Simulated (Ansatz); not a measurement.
Partial pair distribution functions of a relaxed model of amorphous Si$_{24}$O$_{51}$B$_{2}$, broadened by 0.06 Å; density 2.18 g/cm³. The numbers are results of PBE, scalar-relativistic without spin-orbit coupling (plane waves to 420 eV, PAW; Ansatz, a program for electronic structure), not measurements.

A CHGNet melt-quench gave the starting glass, which DFT then relaxed. O atoms were pushed apart under 1.9 Å during the dynamics, to hinder bonds among them. The hot cell started wider than the set density and was brought back towards it in steps. It is the lowest in DFT energy of 2 quenches. It is a model cell: composition and starting density were chosen by hand, and all elements were melted together. No dispersion term was used. Its density started from a set value of 2.18 and ended at 2.18 g/cm³. The simulated quench (nominally 480 K/ps over its main leg) is rapid and tends to freeze in more defects than a deposited or slowly cooled glass has. One small periodic cell is one sample of the glass; other quenches scatter about these values. The volume was held where the preparation left it and the shape relaxed, at a PBE pressure of 0.3 GPa.

```
r (Å)  g Si-O  g O-B  g Si-Si  g O-O
-----  ------  -----  -------  -----
1.10     0.00   0.00     0.00   0.00
1.20     0.00   0.46     0.00   0.00
1.30     0.00   8.23     0.00   0.00
1.40     0.02  15.21     0.00   0.00
1.50     1.76   4.00     0.00   0.00
1.60    14.41   0.18     0.00   0.00
1.70     9.87   0.00     0.00   0.00
1.80     0.74   0.00     0.00   0.00
1.90     0.14   0.00     0.00   0.00
2.00     0.05   0.00     0.00   0.00
2.10     0.00   0.00     0.00   0.01
2.20     0.00   0.00     0.00   0.11
2.30     0.00   0.00     0.08   0.33
2.40     0.00   0.00     0.36   0.63
2.50     0.00   0.00     0.11   1.79
2.60     0.00   0.00     0.00   4.87
2.70     0.02   0.09     0.07   5.04
2.80     0.12   0.70     1.53   2.18
2.90     0.26   0.50     3.82   0.66
3.00     0.40   1.10     3.30   0.55
3.10     0.51   1.37     2.32   0.65
3.20     0.71   1.00     2.86   0.48
3.30     0.83   1.58     1.20   0.46
3.40     0.87   1.82     0.07   0.50
3.50     1.22   0.88     0.03   0.59
3.60     1.18   0.49     0.23   0.69
3.70     1.09   0.63     0.33   0.50
3.80     1.09   1.22     0.35   0.39
3.90     1.37   1.83     0.44   0.48
4.00     1.88   2.15     0.41   0.52
4.10     1.96   1.00     0.45   0.75
4.20     1.90   0.65     0.74   0.84
4.30     1.52   1.10     0.76   0.86
4.40     0.94   0.84     0.88   0.97
4.50     0.56   1.13     0.80   1.21
4.60     0.55   1.37     0.52   1.39
4.70     0.59   1.72     0.97   1.51
4.80     0.64   1.06     1.25   1.24
4.90     0.62   0.76     1.20   1.38
5.00     0.58   0.79     1.71   1.42
```

Within 2.04 Å each Si has 4.04 O neighbours on average.
